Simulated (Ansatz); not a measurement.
Take NiO in the rock salt structure (space group Fm-3m, No. 225; a = 4.116 Å; ferromagnetic) as the base.

Method: DFT with PBEsol, PAW potentials and a 420 eV plane-wave cutoff in Ansatz (a program for electronic structure), no SOC.

Before the change:

| Property | Result |
|---|---|
| Volume per atom | 8.71 Å³ |
| Largest site moment | 1.02 μB |

Now apply this change: Fe takes the place of Ni on all its sites, then cell and atoms are relaxed.

Task: What happens to the volume per atom?

Result: The volume per atom grows by 0.853 Å³ (8.71 Å³ → 9.57 Å³).

Task: How does this affect the largest site moment?

Result: The largest site moment grows by 2.395 μB, from 1.02 μB to 3.42 μB.

No phonon test of stability was made. No Hubbard U is applied and the magnetic state is the run's own (FeO ferromagnetic; NiO ferromagnetic); small cells can't hold the antiferromagnetic order that many such compounds have, so gaps and moments can be off. In its common phase, real FeO is an antiferromagnetic insulator at low temperature. In its common phase, real NiO is an antiferromagnetic insulator at low temperature.
